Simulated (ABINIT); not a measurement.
ABINIT run on Cu (Fm-3m, 1 atom in the cell): self-consistent single point.

Method of the run: PBE, PAW (JTH v2.0 PBE PAW) (plane waves; ABINIT).

```
CELL_PARAMETERS angstrom
      0.00000     1.81042     1.81042
      1.81042     0.00000     1.81042
      1.81042     1.81042     0.00000
ATOMIC_POSITIONS crystal
  Cu 0.00000 0.00000 0.00000
```

Reference input (self-consistent single point, DFT, PBE, plane waves, PAW (JTH v2.0 PBE PAW)): pseudos = [Cu.GGA_PBE-JTH.xml]; ecut = 816 eV; pawecutdg = 1633 eV; pawxcdev = 0; ixc = 11; occopt = 7; tsmear = 0.1 eV; ngkpt = 8 8 8; nshiftk = 1; shiftk = 0 0 0; potentials = JTH v2.0 PBE PAW; nband = 15. This run's input differs from it in these lines:

```diff
@@ -17,7 +17,7 @@
 ixc 11
-occopt 7
-tsmear 0.1 eV
+occopt 3
+tsmear 0.5 eV
 nband 15
 kptopt 1
-ngkpt 8 8 8
+ngkpt 13 13 13
 nshiftk 1
```

Log, with long lists cut:

```
--- !BeginCycle
solver: {iscf: 17, nstep: 80, nline: 4, wfoptalg: 10, }
tolerances: {tolvrs: 1.00E-12, }
...

     iter   Etot(hartree)      deltaE(h)  residm     nres2
 ETOT  1  -194.00615736195    -1.940E+02 6.546E+01 3.444E+01
 ETOT  2  -198.34577844078    -4.340E+00 1.948E-01 2.501E+02
 ETOT  3  -198.06095540572     2.848E-01 1.389E-01 4.616E+01
 ETOT  4  -197.97714552336     8.381E-02 1.725E-01 2.404E+00
 ETOT  5  -197.97266260155     4.483E-03 2.440E-02 1.077E+00
   [... 14 lines left out ...]
 ETOT 20  -197.96977498434     1.364E-12 2.258E-05 5.235E-11
 ETOT 21  -197.96977498434    -7.105E-13 1.635E-05 4.786E-12
 ETOT 22  -197.96977498434     5.684E-13 2.142E-05 1.058E-12
 ETOT 23  -197.96977498434    -1.080E-12 1.606E-05 2.947E-14
 At SCF step   23       nres2   =  2.95E-14 < tolvrs=  1.00E-12 =>converged.

 Cartesian components of stress tensor (hartree/bohr^3)
  sigma(1 1)= -8.40091418E-05  sigma(3 2)=  0.00000000E+00
  sigma(2 2)= -8.40091418E-05  sigma(3 1)=  0.00000000E+00
  sigma(3 3)= -8.40091418E-05  sigma(2 1)=  0.00000000E+00

 ----iterations are completed or convergence reached----

 reduced coordinates (array xred) for    1 atoms
       0.000000000000      0.000000000000      0.000000000000
 cartesian forces (eV/Angstrom) at end:
    1     -0.00000000000000    -0.00000000000000    -0.00000000000000
 frms,max,avg= 0.0000000E+00 0.0000000E+00   0.000E+00  0.000E+00  0.000E+00 e/A
 length scales=  4.838291207100  4.838291207100  4.838291207100 bohr
              =  2.560313435319  2.560313435319  2.560313435319 angstroms
   [... lines left out ...]
 Fermi (or HOMO) energy (eV) =   7.22451   Average Vxc (eV)= -11.99804
   [... lines left out ...]
'-kT*entropy'       : -1.41993915120094E-02
total_energy        : -1.97969774919810E+02
total_energy_eV     : -5.38703153802074E+03
...

-Cartesian components of stress tensor (GPa)         [Pressure=  2.4716E+00 GPa]
- sigma(1 1)= -2.47163387E+00  sigma(3 2)=  0.00000000E+00
- sigma(2 2)= -2.47163387E+00  sigma(3 1)=  0.00000000E+00
- sigma(3 3)= -2.47163387E+00  sigma(2 1)=  0.00000000E+00

 Calculation completed.
```

The run converged in 23 iterations. Against the reference run the free energy drops by 189 meV/atom and the pressure goes from 1.23 to 2.47 GPa.

The starting cell has typed, rounded lattice constants, without a prior relaxation at this level. Its lattice was rescaled by up to half a per cent. Spin polarisation is off.

Cost on one core of a shared machine: roughly 40 s.
